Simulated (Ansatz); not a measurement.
An Ansatz (a quantum-chemistry and plane-wave program) run: YB2C2; plane-wave PAW DFT at the PBEsol level (Ansatz, 420 eV), scalar-relativistic without spin-orbit coupling.

Input:

Ansatz 0.2 input:
```yaml
crystal:
  lattice:
    - [5.3296034444, 0, 0]
    - [0, 5.3296034444, 0]
    - [0, 0, 3.5044744942]
  atoms:
    - { symbol: Y, position: [0.5, 0.5, 0] }
    - { symbol: Y, position: [0, 0, 0] }
    - { symbol: B, position: [0.8638007005, 0.3638007005, 0.5] }
    - { symbol: B, position: [0.1361992995, 0.6361992995, 0.5] }
    - { symbol: B, position: [0.6361992995, 0.8638007005, 0.5] }
    - { symbol: B, position: [0.3638007005, 0.1361992995, 0.5] }
    - { symbol: C, position: [0.6622274631, 0.1622274631, 0.5] }
    - { symbol: C, position: [0.3377725369, 0.8377725369, 0.5] }
    - { symbol: C, position: [0.8377725369, 0.6622274631, 0.5] }
    - { symbol: C, position: [0.1622274631, 0.3377725369, 0.5] }
basis: { ecutwfc: 420, ecutrho_ratio: 4, xc_grid: 2, fft_grid_basis: typed }
kpoints: { mp_grid: { grid: [9, 9, 13] } }
hamiltonian:
  xc: pbesol
  dispersion: none
  pseudopotentials: { kind: paw }
scf: { occupations: { method: fermi_dirac, width: 0.05 }, convergence: { dr2_threshold: 0.000000001 } }
output: { forces: true, stress: true }
```

Output (explanatory and most iteration lines left out):

```
Pseudopotential: Y, paw, valence charge 11
Pseudopotential: B, paw, valence charge 3
Pseudopotential: C, paw, valence charge 4
Crystal: 10 atoms, lattice volume = 99.543 Å³
Basis set: ecut = 420 eV, 1947 PW (Γ), exchange–correlation on 72×72×48 points (8 copies of the dense FFT grid, shifted against one another)
Bands: 35, of which v1, the nominal top of the filled ones, is band 25 counted from 1 (24 counted from 0)
Symmetry: 16 space group operations
Space group: P4/mbm (ITA 127), of the structure as read, at distance tolerance 4.6e-5 Å
k-points: 105 of 1053
Functional: x = pbesol(κ = 0.804, μ = 0.12345679012345678), c = pbesol(β = 0.046)
SCF iter   1: F=—  HF=-9192.562963 eV  |F-HF|=—  |Δ(HF+E_count)|=         —  Δρ=7.48e-3  dr2=9.76e-2  ethr=1.77e-3  ⟨swp⟩=6.4  Hψ=15975  notcnv=0  defer=60
SCF iter   2: F=—  HF=-9192.540650 eV  |F-HF|=—  |Δ(HF+E_count)|=   2.23e-2  Δρ=3.48e-3  dr2=2.39e-2  ethr=1.95e-4  ⟨swp⟩=1.8  Hψ=4847  notcnv=0  defer=220
SCF 1 converged in 8 iterations: F = -9192.534413 eV  dr2 = 1.79e-10
SCF converged after 8 iterations
Free energy (F): -9192.534413 eV
Internal energy: -9192.519507 eV  (E = F + TS)
E sigma→0 (E₀):  -9192.526960 eV
Entropy (-TS):   -0.014906 eV (-1.491 meV/atom)
Fermi energy:    12.409932 eV
--- Forces (eV/Å), atoms counted from 1 ---
  atom   1  Y      0.00000000    -0.00000000     0.00000000
  atom   2  Y      0.00000000     0.00000000     0.00000000
  atom   3  B      0.00000826     0.00000826     0.00000000
  atom   4  B     -0.00000826    -0.00000826     0.00000000
  atom   5  B     -0.00000826     0.00000826     0.00000000
  atom   6  B      0.00000826    -0.00000826     0.00000000
  atom   7  C      0.00016340     0.00016340     0.00000000
  atom   8  C     -0.00016340    -0.00016340     0.00000000
  atom   9  C     -0.00016340     0.00016340     0.00000000
  atom  10  C      0.00016340    -0.00016340     0.00000000
--- Stress (GPa, compression-positive) ---
        0.001814       0.000000       0.000000
        0.000000       0.001814       0.000000
        0.000000       0.000000      -0.004674
  P = ⅓ Tr σ = -0.0003 GPa (-0.003 kbar)
```

Stability against distortions was not tested. The final runs are not spin-polarised. The cell is YB$_{2}$C$_{2}$ (space group P4/mbm, No. 127; a cell from a computed database, its experimental status unchecked).
